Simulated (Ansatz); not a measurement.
**Ga_O in beta Ga2O3**

Calculation: PBE, PAW (plane waves to 420 eV; Ansatz, an electronic-structure program). A supercell of 120 sites (1×3×2 repeats of a cell of 20 atoms) was used; the energies come from a 2×2×2 shifted sampling of its zone. Site at the start: the O(3) site. Charged cells carry a point-charge image correction with potential alignment at far atoms. Dielectric constants: PBE linear response of the host. Host gap at this level: 2.01 eV. Finite-size and sampling errors can reach tenths of an eV here. Levels are measured in PBE's own, too narrow, gap. Spin–orbit coupling is left out. Each state is the lowest found from its start.

Formation energies E_f are given with the Fermi level at the valence-band maximum. Chemical conditions: Ga-rich (Δμ(Ga) = 0.00 eV, Δμ(O) = -3.04 eV; only phases computed here count, gases as isolated molecules at 0 K); O-rich (Δμ(Ga) = -4.56 eV, Δμ(O) = 0.00 eV; only phases computed here count, gases as isolated molecules at 0 K). Reference phases: Ga: alpha gallium, O: O2 molecule in a box.

In at least one state atoms left their starting sites on relaxation (a large move, or an atom on the emptied site), so the name describes the start.

Charges with a result: +4, +3, +2, +1, 0. Others weren't obtained, and one of them could lie lower, also by skipping a charge.

```csv
charge,moment (μB),point group,largest move off a lattice site (Å),image correction with alignment (eV),"E_f, Ga-rich (eV)","E_f, O-rich (eV)"
+4,1.0,Cs,1.69,2.39,-3.13,4.47
+3,not spin-polarised,Cs,1.40,1.44,-2.77,4.83
+2*,quenched,Cs,1.37,–,–,–
+1*,not spin-polarised,Cs,1.34,–,–,–
0*,quenched,–,1.38,–,–,–
```

* At this level the carrier isn't localised at the defect: at charge +2 electrons occupy the conduction band; at charge +1 electrons occupy the conduction band; at charge 0 electrons occupy the conduction band. Such a state is shallow or no state of the defect, and this cell gives it no level.

Point groups are those of the whole cell at tolerances of 0.03 and 0.1 Å ("near" where only the looser one holds); none is given for unsettled states.

Starting moments that weren't kept: charge +2 began with 1 μB and ended with 0.0; charge 0 began with 1 μB and ended with 0.0.

Not the lowest form: the same atoms on another site or from another start ended lower, by 0.27 eV at charge +3. The levels below are those of this configuration alone.

Transition levels above the valence-band maximum: ε(+4/+3) = 0.36 eV.

Flagged in the runs: a doubtful potential alignment, a host whose relaxation on this sampling wasn't shown to rest, a strain field that reaches the edge of the cell.
